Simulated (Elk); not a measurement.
Input and output of a self-consistent single point for LuP (P1, 2 atoms in the cell) (Elk).

Computed with Elk 10.2.4 with PBEsol, spin-orbit coupling in second variation, all-electron FP-LAPW, Elk's shipped species files, default APW+lo basis.

```
LuP
1.0
    0.00000     2.76186     2.76186
    2.76186     0.00000     2.76186
    2.76186     2.76186     0.00000
Lu P
1 1
Cartesian
 -0.02792  -0.00596   0.00025
  2.78978   2.76782   2.76160
```

Reference input (self-consistent single point, DFT, PBEsol, all-electron FP-LAPW, Elk's shipped species files, default APW+lo basis): xctype = 22; rgkmax = 7; stype = 0; swidth = 0.00499791 Ha; ngridk = 7 7 7; rmtscf = 0.96. This run's input differs from it in these lines:

```diff
@@ -6,2 +6,5 @@
 
+spinorb
+  .true.
+
 rgkmax
@@ -11,2 +14,8 @@
   0.96
+
+lmaxi
+  3
+
+nempty
+  10
```

Output, abridged:

```
│ Self-consistent loop started │
│ Loop number : 1 │
 total energy                :     -14909.2144332
 total moment                :   0.6496299076E-11 -0.1338744036E-10 -0.9915738976E-11
│ Loop number : 2 │
 total energy                :     -14909.8532062
 total moment                :   0.7302144531E-11 -0.2171391096E-11 -0.2108731743E-10
RMS change in Kohn-Sham potential (target) :   0.2451328293     (  0.1000000000E-05)
Absolute change in total energy (target)   :   0.6387729788     (  0.1000000000E-03)
│ Loop number : 3 │
 total energy                :     -14909.6087538
   [... lines left out ...]
 total energy                :     -14918.4235019
 total moment                :  -0.3803986376E-10 -0.1298113805E-09  0.7192691757E-12
RMS change in Kohn-Sham potential (target) :   0.2046960977E-06 (  0.1000000000E-05)
Absolute change in total energy (target)   :   0.3545316467E-03 (  0.1000000000E-03)
│ Loop number : 15 │
 total energy                :     -14918.4235239
 total moment                :  -0.3532404484E-10 -0.1937198488E-09  0.1120004862E-10
RMS change in Kohn-Sham potential (target) :   0.9550078969E-07 (  0.1000000000E-05)
Absolute change in total energy (target)   :   0.6661089355E-04 (  0.1000000000E-03)
Convergence targets achieved

│ Loop number : 16 │

Energies :
 Fermi                       :     0.256129366082
 xc effective B-field        :    -0.671998567355E-20
 external B-field            :      0.00000000000
 total energy                :     -14918.4235137
 (external B-field energy excluded from total)

Density of states at Fermi energy :    6.024428710
 (states/Hartree/unit cell)

Estimated indirect band gap :   0.5658051137E-02
 from k-point    301 to k-point    281
Estimated direct band gap   :   0.2254763110E-01
 at k-point    113

Charges :
 core                        :    56.00000000
 valence                     :    30.00000000
 interstitial                :    3.768177642
 muffin-tins (core leakage)
  species :    1 (Lu)
   atom    1                 :    69.08449650     (  0.1472740834E-05)
  species :    2 (P)
   [... lines left out ...]
 muffin-tins
  species :    1 (Lu)
   atom    1                 :  -0.5283307902E-11 -0.1329681399E-10  0.3223700025E-10
  species :    2 (P)
   atom    1                 :  -0.8136242662E-11 -0.5600705595E-10 -0.1226673964E-09
 total in muffin-tins        :  -0.1341955056E-10 -0.6930386994E-10 -0.9043039616E-10
 total moment                :  -0.6235233632E-10 -0.1793928051E-09  0.2573048022E-11

│ Self-consistent loop stopped │
```

The run converged in 16 iterations. The count includes the last loop, which Elk runs after its targets are met. 

The starting cell comes from a database of computed structures (which also holds hypothetical and non-ambient phases and stackings), without a prior relaxation at this level. Its atoms were displaced at random from the sites of space group no. 225. Values depend on the basis (sphere radii, cutoffs, local orbitals), which need not be converged. The run gives no clean gap (levels at the Fermi energy touch, overlap or are partly filled at this smearing), which alone does not show that the compound is a metal. The log's line on a gap gives a spacing of levels on this mesh, which the program prints for metals too.

Cost on one core of a shared machine: roughly 3 min.
